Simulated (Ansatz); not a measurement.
The reference is CsSnI₃ in the cubic perovskite structure (space group Pm-3m, No. 221; a = 6.0305 Å).

Method: Kohn–Sham DFT with the LDA functional, run in Ansatz (a quantum-chemistry and plane-wave program) with PAW and 420 eV plane waves, no spin-orbit coupling.

For the base:

Pressure: 0.0 GPa
Band gap: zero

Modification: the cell is scaled by 0.9700 in all directions; the atoms relax in the strained cell.

Problem. Predict the new energy relative to the base, pressure and band gap.

Solution. The energy grows by 26 meV/atom; the pressure goes from zero to 2.4 GPa; the band gap stays zero.

With I present, leaving out spin-orbit coupling can change the band edges. Whether these cells are dynamically stable was not tested. The final runs are not spin-polarised. Many cubic perovskites are stable only at high temperature; tilts and polar distortions were not tested. A zero or small gap of CsSnI3 can be the functional's error rather than a property of the material.
